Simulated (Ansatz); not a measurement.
Al: energy against volume

Al (fcc, Fm-3m, 16.491 Å³/atom and stress up to 0.01 GPa in the relaxed cell, cube axes along x, y and z) under hydrostatic pressure, with the cell free. PBE in Ansatz, a plane-wave DFT program (PAW, default set), 420 eV, 20×20×20 Γ-centred mesh, Fermi-Dirac smearing 0.05 eV.

Here V stands for volume and E for E less E0.

| volume (Å³/atom) | E less E0 (meV/atom) | pressure (GPa) |
|---|---|---|
| 16.9561 | 2.99 | -1.99 |
| 16.7133 | 0.71 | -0.99 |
| 16.4906 | 0.00 | 0.00 |
| 16.3051 | 0.50 | 0.89 |
| 16.0729 | 2.64 | 2.08 |
| 15.6534 | 11.14 | 4.50 |
| 15.0063 | ? | ? |

### Question
Using the third-order Birch-Murnaghan form, a cubic in V^(-2/3), estimate the missing E at V = 15.0063 from the other rows, showing the fit.

### Answer
With u = V^(-2/3) - 0.1552, the rows have u = -0.0036872, -0.0022233, -0.0008491, 0.0003193, 0.0018136, 0.0046064. Least squares gives E = 0.266 + 628.4·u + 373213·u² + 622325·u³. Residuals (row less fit): -0.002, 0.003, -0.001, -0.005, 0.003, -0.001; standard error 0.005 (degrees of freedom: 2). Its minimum lies at u = -0.0008437, so V0 = (0.1543563)^(-3/2) = 16.49. There d²E/du² = 743300 and d³E/du³ = 3734000, so B0 = (4/9) × 16.49^(-7/3) × 743300 × 0.160218 = 76.5 GPa (the last factor turns the table's units into GPa), and B0' = 4 + (2/3) × 0.1543563 × (3734000)/743300 = 4.5. B0' rests on the cubic coefficient alone and has a standard error of 0.1 from these residuals. At the withheld row, u = 0.0091681, so E = 0.266 + 628.4 × 0.0091681 + 373213 × 0.0091681² + 622325 × 0.0091681³ = 37.877 meV/atom. The calculation gives 37.89 meV/atom, 0.013 meV/atom above the prediction (0.0 % of the range of E in the table). The row lies outside the fitted rows, so this is an extrapolation. The scatter of the fitted rows lies at the last printed digit.

In a metal these values are sensitive to mesh and smearing; energies are taken to zero smearing, stresses follow the free energy. Other structures, which can take over under pressure, weren't tried. The same form fitted to the pressure column gives B0' = 4.6; series where the two differ by over 0.4 aren't shown. Rows are the converged runs of the series near zero and its far end, less any whose ions stayed unrelaxed beside relaxed ones; series whose fitted rows scatter by over a few per cent of the range, as at a crossing or softening among them, aren't shown in this form.
